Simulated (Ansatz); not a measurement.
Start from CoSi2 (space group Fm-3m, No. 225; a = 5.3122 Å; non-magnetic).

Method: PBEsol (Ansatz, a first-principles code, PAW, no SOC).

Before the change:

* **Pressure**: 0.0 GPa

One thing is altered: an isotropic linear strain of +1.29 %, atoms relaxed at fixed cell.

### Question
Predict the new pressure.

### Answer
The pressure goes from zero to -6.9 GPa.

### Question
What does the calculation give for the energy relative to the base after the change?

### Answer
The energy grows by 11 meV/atom.

Whether these cells are dynamically stable was not tested. Starting moments died away, wholly or in part, for the base; another magnetic solution may exist. The final runs are not spin-polarised. An odd electron count without spin: CoSi2.
